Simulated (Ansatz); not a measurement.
The parent structure is TiAl (space group P4/mmm, No. 123; a = 2.813 Å, c = 4.062 Å; relaxed with 0.1 eV smearing).

Structures relaxed with plane-wave PAW DFT at the r2SCAN level (Ansatz, a program for electronic structure, 500 eV), no spin-orbit coupling.

Base:

Simulated powder pattern, Cu Kα1, λ = 1.54056 Å (kinematic, ideal powder, no thermal factors, no anomalous dispersion; the 14 strongest lines at most, above 2 %, up to 2θ = 90°):

```tsv
2θ (°)	I/Imax (%)	hkl
21.86	9.0	(001)
31.79	6.8	(100)
38.92	100	(101)
44.58	17	(002)
45.57	31	(110)
51.09	2.9	(111)
55.79	2.1	(102)
65.65	19	(112)
66.42	9.1	(200)
78.31	11	(103)
79.74	21	(211)
83.55	9.2	(202)
```

After one change:

Simulated powder pattern, Cu Kα1, λ = 1.54056 Å (kinematic, ideal powder, no thermal factors, no anomalous dispersion; the 14 strongest lines at most, above 2 %, up to 2θ = 90°):

```
2θ (°)  I/Imax (%)
------  ----------
22.55          9.1
32.80          6.8
40.17          100
46.04           16
47.07           31
52.79          2.8
67.95           19
68.76          9.0
81.23           11
82.73           21
86.76          9.2
```

Task: Which of these changes matches the shifts?
(A) isotropic strain −1.50 %
(B) isotropic strain −1.00 %
(C) isotropic strain −0.50 %
(D) isotropic strain −3.00 %

Result: D, isotropic strain −3.00 %. Its volume per atom is 14.66 Å³ against 16.07 Å³, and its space group is P4/mmm (No. 123).

Whether these cells are dynamically stable was not tested. All final runs are without spin polarisation.
